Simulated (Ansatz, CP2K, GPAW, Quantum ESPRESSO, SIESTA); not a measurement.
# Code comparison for GaPt (P2_13, 8 atoms in the cell)

Self-consistent single point, at a second geometry (lattice scaled by 0.98). First geometry:

```xyz
8
Lattice="4.8992 0.0000 0.0000 0.0000 4.8992 0.0000 0.0000 0.0000 4.8992" Properties=species:S:1:pos:R:3 pbc="T T T"
Ga     0.4555     0.4555     0.4555
Ga     1.9941     4.4437     2.9051
Ga     2.9051     1.9941     4.4437
Ga     4.4437     2.9051     1.9941
Pt     1.9569     1.9569     1.9569
Pt     0.4927     2.9423     4.4065
Pt     4.4065     0.4927     2.9423
Pt     2.9423     4.4065     0.4927
```

Shared settings, as Ansatz (a first-principles code) writes them: kpoints.mp_grid.grid = 5 5 5; scf.occupations.method = gaussian; scf.occupations.width = 0.2 eV. Potentials and cutoffs stand in the table.

```
code                                                                                                                                      model  ΔF from the first geometry (meV/atom)  pressure (GPa)  largest force (eV/Å)       cutoff
----------------  -----------------------------------------------------------------------------------------------------------------------------  -------------------------------------  --------------  --------------------  -----------
GPAW                                                                                      PBEsol, GPAW PAW datasets PBEsol (made by gpaw-setup)                                   43.3           15.81                 0.132       600 eV
Quantum ESPRESSO                                                          PBEsol, PseudoDojo standard norm-conserving (PBESOL) pseudopotentials                                   39.0           14.77                 0.123        85 Ry
SIESTA            GGA PBEsol, numerical atomic orbitals DZP, PseudoDojo PBEsol standard norm-conserving potentials (rewritten from UPF to PSML)                                   43.8           16.03                 0.152  grid 400 Ry
Ansatz                                                                                                          PBEsol, PAW files made with PBE                                   38.3           14.56                 0.123      default
CP2K                                                                 PBEsol, GPW, DZVP-MOLOPT-PBE-GTH basis, GTH-PBE potentials (POTENTIAL_UZH)                                   49.5           17.26                 0.141  grid 600 Ry
```

Size of the force on each atom (eV/Å): Sizes of forces hide their directions.

| code | Ga1 | Ga2 | Ga3 | Ga4 | Pt5 | Pt6 | Pt7 | Pt8 |
|---|---|---|---|---|---|---|---|---|
| GPAW | 0.132 | 0.132 | 0.132 | 0.132 | 0.048 | 0.048 | 0.048 | 0.048 |
| Quantum ESPRESSO | 0.123 | 0.123 | 0.123 | 0.123 | 0.049 | 0.049 | 0.049 | 0.049 |
| SIESTA | 0.152 | 0.152 | 0.152 | 0.152 | 0.061 | 0.061 | 0.061 | 0.061 |
| Ansatz | 0.123 | 0.123 | 0.123 | 0.123 | 0.054 | 0.054 | 0.054 | 0.054 |
| CP2K | 0.141 | 0.141 | 0.141 | 0.141 | 0.053 | 0.053 | 0.053 | 0.053 |

On Ansatz's run: spin-orbit coupling is off. Spin polarisation is off.

The spread over the programs that give each value: ΔF from the first geometry within 11.2 meV/atom; pressure within 2.70 GPa; largest force within 0.029 eV/Å.

SIESTA and CP2K use small atom-centred bases, whose incompleteness enters pressures, forces and empty levels differently from a plane-wave cutoff. Ansatz's pressure is given at a fixed set of plane waves, as the other plane-wave codes print theirs; with its correction for the finite basis it is 14.64 GPa. In the pressure, GPAW (by 1.03), SIESTA (by 1.25) and CP2K (by 2.49) lie more than 1 GPa from the median of the plane-wave programs. In the force vectors, CP2K (by 0.264) lies more than 0.08 eV/Å from the median of the plane-wave programs.

The starting cell comes from a database of computed structures (which also holds hypothetical and non-ambient phases and stackings), without a prior relaxation at this level. Its lattice was rescaled by a random factor within 2.5 % of one. For this run, on top of that: lattice scaled by 0.98.

Left out of this page: Elk (not drawn, or without a comparable value); FLEUR (with a known weakness of the program).

Keys are those of Ansatz 0.2.
